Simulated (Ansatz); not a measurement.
## Si, response to strain

The reference is Si in the diamond structure (space group Fd-3m, No. 227; a = 5.402 Å). Axes: x, y, z lie along the cube axes.

Strains are applied to the cell and any free atomic positions relax.

Level of theory: LDA (Ansatz, a first-principles code, PAW, scalar-relativistic without spin-orbit coupling).

Candidates:
(a) uniaxial strain ε_zz = +2.50 %
(b) uniaxial strain ε_zz = +0.50 %
(c) uniaxial strain ε_zz = −1.50 %
(d) uniaxial strain ε_zz = −1.00 %

Notes on the quantities. energy relative to the base: free energy F.

Order them by energy relative to the base, lowest first.

(b) uniaxial strain ε_zz = +0.50 % (+0.2 meV/atom), (d) uniaxial strain ε_zz = −1.00 % (+1.0 meV/atom), (c) uniaxial strain ε_zz = −1.50 % (+2.2 meV/atom), (a) uniaxial strain ε_zz = +2.50 % (+6.1 meV/atom)

Whether these cells are dynamically stable was not tested.
